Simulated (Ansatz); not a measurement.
Input:

End structure of the (20-21) surface of hcp Os in its 1x1 cell, outermost plane spacing 0.19 Å in the ideal cut:

```xyz
20
Lattice="2.7542 0.0000 0.0000 -1.3771 9.0143 0.0000 0.0000 0.0000 27.0000" Properties=species:S:1:pos:R:3 pbc="T T T"
Os     1.3773     0.7946     8.3453
Os     1.3774     7.5686     8.5325
Os     1.3772     5.0128     9.4327
Os    -0.0002     2.7377     9.5576
Os     0.0001     0.1789    10.5241
Os     0.0003     6.9032    10.7256
Os     0.0000     4.4167    11.6621
Os     1.3772     2.0956    11.8327
Os     0.0000     8.5879    12.8422
Os     1.3772     6.2884    13.0336
Os     1.3770     3.7617    13.9664
Os     0.0000     1.4622    14.1577
Os     1.3771     7.9545    15.1673
Os     0.0000     5.6334    15.3379
Os    -0.0003     3.1469    16.2744
Os     1.3771     0.8569    16.4759
Os     0.0002     7.3123    17.4424
Os     1.3770     5.0373    17.5673
Os     1.3768     2.4815    18.4675
Os    -0.0002     0.2413    18.6547
```

Set-up: 20 atoms, 10.5 Å thick at the start; mesh 14x4x1; 0.1 eV smearing; dipole correction on; single point; on the structure that PBE left under its start's symmetry; no spin, no spin-orbit, no U.

**Question.** Predict the surface energy (mean of both faces) from r2SCAN, at the PBE geometry (Ansatz, a first-principles code).

**Answer.** 3.84 J/m^2

**Question.** Estimate the work function of the top face that r2SCAN, at the PBE geometry returns for this input.

**Answer.** 5.21 eV
